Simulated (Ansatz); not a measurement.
We consider B2CO (model structure, P-4m2, No. 115, 4 atoms in the cell), described by G0W0@PBEsol in Ansatz (plane waves, hard PAW, contour deformation, complete-basis limit).

Settings: largest k mesh 10×10×6 (not extrapolated in the mesh).

Cell (relaxed with PBEsol):

```yaml
crystal:
  lattice:
    - [2.64483, 0.00000, 0.00000]
    - [0.00000, 2.64483, 0.00000]
    - [0.00000, 0.00000, 3.65133]
  atoms:
    - { symbol: B, position: [0.00000, 0.50000, 0.22935] }
    - { symbol: B, position: [0.50000, 0.00000, 0.77065] }
    - { symbol: C, position: [0.00000, 0.00000, 0.00000] }
    - { symbol: O, position: [0.50000, 0.50000, 0.50000] }
```

**Question.** Predict the band gap.

**Answer.** 
- band gap = 3.44 eV (indirect)

Note: the relaxation could raise the start's symmetry but not lower it, so the cell can be a saddle point; the gap holds a correction of +0.51 eV to the complete basis.

Static lattice: no zero-point or thermal effects.

A model structure was made by putting elements into a prototype or built by hand; it is no filed structure, need not be a known phase, and can be a saddle point held by its symmetry.

Ansatz is an electronic-structure program.
